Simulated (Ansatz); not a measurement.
```yaml
crystal:
  lattice:
    - [0.00000, 3.26794, 3.26794]
    - [3.26794, 0.00000, 3.26794]
    - [3.26794, 3.26794, 0.00000]
  atoms:
    - { symbol: Mg, position: [0.00000, 0.00000, 0.00000] }
    - { symbol: Te, position: [0.25000, 0.25000, 0.25000] }
```

No spin polarisation.

The values are results of Ansatz (a first-principles code) PBEsol, scalar-relativistic without spin-orbit coupling, not measurements. Settings: 9×9×9 k-points, 0.05 eV Fermi–Dirac smearing.

### Question
What is the computed hole mass (degenerate bands, along [100])?

### Answer
0.19, 0.92, 0.92 mₑ (at Γ).

### Question
What is the computed band gap?

### Answer
2.16 eV.

With Te present, leaving out spin-orbit coupling can change the band edges. The cells carry an imposed strain or load. Effective masses come from finite differences of ±0.01 Å⁻¹. No phonon test of stability was made. The cell was made from MgTe in the zinc blende structure (space group F-43m, No. 216) by this change: isotropic strain +1.50 %.
